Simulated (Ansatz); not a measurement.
By LDA and PBEsol, the system below comes out a metal.

Given:

```xyz
1
Lattice="2.9495 0.0000 0.0000 -1.4748 2.5544 0.0000 1.4748 0.8515 2.4083" Properties=species:S:1:pos:R:3 pbc="T T T"
Au     0.0000     0.0000     0.0000
```

Space group of this cell: Fm-3m, fcc (Cu type). The cell is taken as given; by PBEsol its mean pressure is -9.3 GPa.

The current runs along the normal of the first two printed vectors, the (111) plane. All runs by Ansatz (a first-principles code), plane waves and PAW, without spin-orbit coupling; the base is PBEsol.

```csv
run,mean pressure (GPa),"G/A, both spins (10¹⁵ S/m²)"
base,-9.3,0.81
all lengths scaled by 0.98,-0.6,0.84
all lengths scaled by 1.02,-15.0,…
lda in place of pbesol,-13.5,…
"lengths across the current scaled by 0.98, ions clamped",-3.8,0.83
"lengths across the current scaled by 1.02, ions clamped",-13.4,0.81
"lengths along the current scaled by 0.97, ions clamped",-5.2,0.86
"lengths along the current scaled by 1.03, ions clamped",-12.3,…
```

Question: Fill in the missing entries.

Answer: 
- all lengths scaled by 1.02, G/A, both spins (10¹⁵ S/m²): 0.79
- lda in place of pbesol, G/A, both spins (10¹⁵ S/m²): 0.82
- lengths along the current scaled by 1.03, ions clamped, G/A, both spins (10¹⁵ S/m²): 0.79
